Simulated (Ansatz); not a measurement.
ZrO (model structure, P-62m, No. 189, 6 atoms in the cell) was calculated with PBEsol (PAW; Ansatz, an electronic-structure program).

Run with plane-wave cutoff 520 eV, 12×12×18 k mesh (along the axes of the cell as run), Fermi–Dirac smearing 0.05 eV, scalar-relativistic PAW data made under PBE.

Cell (relaxed at this level):

Space group P-62m (No. 189); a = b = 5.2533 Å, c = 3.1596 Å, α = β = 90.00°, γ = 120.00°

| atom | site | symmetry | x | y | z |
|---|---|---|---|---|---|
| Zr | 1a | -62m | 0.0000 | 0.0000 | 0.0000 |
| Zr | 2d | -6.. | 0.3333 | 0.6667 | 0.5000 |
| O | 3f | m2m | 0.0000 | 0.4064 | 0.0000 |

### Question
Estimate the bulk modulus that the calculation returns.

### Answer

* **bulk modulus**: 214 GPa

The run finds no gap.

Note: the bulk modulus is −V dP/dV from two relaxed cells at ±2 % in volume; the relaxation could raise the start's symmetry but not lower it, so the cell can be a saddle point.

The computed numbers hold no vibrational or temperature effects.

Cost on a shared machine: roughly 3 core-minutes.

A model structure was made by putting elements into a prototype or built by hand; it is no filed structure, need not be a known phase, and can be a saddle point held by its symmetry.
